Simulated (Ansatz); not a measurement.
Surface energy of faces of monoclinic ZrO2 in PBE and in r2SCAN, in Ansatz (plane waves, PAW). Symmetric slabs relaxed with PBE from ideal cuts in 1x1 cells (the lowest computed cut and spin start of each face; real faces may reconstruct in larger cells); r2SCAN values are single points on them, with the bulk at the same level. No spin-orbit coupling, no U.

| face | PBE (J/m²) | r2SCAN (J/m²) |
|---|---|---|
| (001) | 1.25 | 1.60 |
| (010) | 2.19 | 2.54 |
| (011) | 1.30 | 1.56 |
| (10-1) | 1.22 | 1.49 |
| (100) | 1.41 | 1.70 |
| (101) (2 O–Zr bonds broke) | 1.36 | ? |
| (11-1) | 0.92 | 1.18 |
| (110) | 1.18 | 1.44 |

### Question
Fit a straight line y = a·x + b by least squares to the 7 complete rows (x: PBE (J/m²); y: r2SCAN (J/m²)).

### Answer
the means are x̄ = 1.3529 and ȳ = 1.6443; Σ(x − x̄)² = 0.95234 and Σ(x − x̄)(y − ȳ) = 1.0188, so a = 1.070 and b = ȳ − a·x̄ = 0.197. The largest residual is 0.066.

### Question
What does the line predict for the withheld row, (101) (2 O–Zr bonds broke), and what did the calculation give?

### Answer
the line gives 1.65; the calculation gave 1.68, a miss of 0.03, of the size of the fitted rows' scatter and rounding.

Ansatz is an electronic-structure program.
